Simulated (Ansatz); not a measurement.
What pressure 3 GPa does to InP

The parent structure is InP in the zinc blende structure (space group F-43m, No. 216; a = 5.9595 Å).

The change: a hydrostatic pressure of 3 GPa.

All numbers come from PBE/PAW in Ansatz (a program for electronic structure), no spin-orbit coupling. Γ-centred 10×10×10 mesh, Fermi–Dirac width 0.05 eV.

The volume per atom decreases by 1.173 Å³, from 26.46 Å³ to 25.28 Å³ and the density goes up by 0.21 g/cm³ to 4.79 g/cm³. The lattice parameter a drops by 0.0894 Å to 5.870 Å and the shortest interatomic distance falls by 0.039 Å to 2.542 Å. The band gap grows by 0.25 eV to 0.69 eV and the gap character remains direct at Γ. The mean gap deformation potential ΔEg/Δln V amounts to -5.5 eV and the width of the top valence band goes up by 0.20 eV to 2.89 eV. The electron mass changes from 0.037 mₑ (at Γ) to 0.055 mₑ (at Γ) and the hole mass (degenerate bands, along [100]) becomes 0.054, 0.44, 0.44 mₑ (at Γ) (base: 0.037, 0.46, 0.46 mₑ (at Γ)). The valley order (the lowest conduction-band minima on the path, energy above the VBM, named in the base's zone) goes from Γ 0.44 eV; L along ⟨111⟩ 1.38 eV; X along ⟨100⟩ 1.85 eV to Γ 0.69 eV; L along ⟨111⟩ 1.49 eV; X along ⟨100⟩ 1.77 eV.

Final structure:

```
CELL_PARAMETERS angstrom
      0.00000     2.93507     2.93507
      2.93507     0.00000     2.93507
      2.93507     2.93507     0.00000
ATOMIC_POSITIONS crystal
  P  0.75000 0.75000 0.75000
  In 0.00000 0.00000 0.00000
```

Cost of the whole job for the changed cell (relaxation, final SCF and bands): roughly 29 core-seconds.

Load acts through the strain it causes; cell and atoms are relaxed under it. Masses are band curvatures over ±0.01 Å⁻¹ around the edge. Stability against distortions was not tested. Tetrahedral semiconductors of this kind turn to denser phases somewhere between about 1 and 50 GPa; those were not computed, so compressed cells here can lie past the real transition.
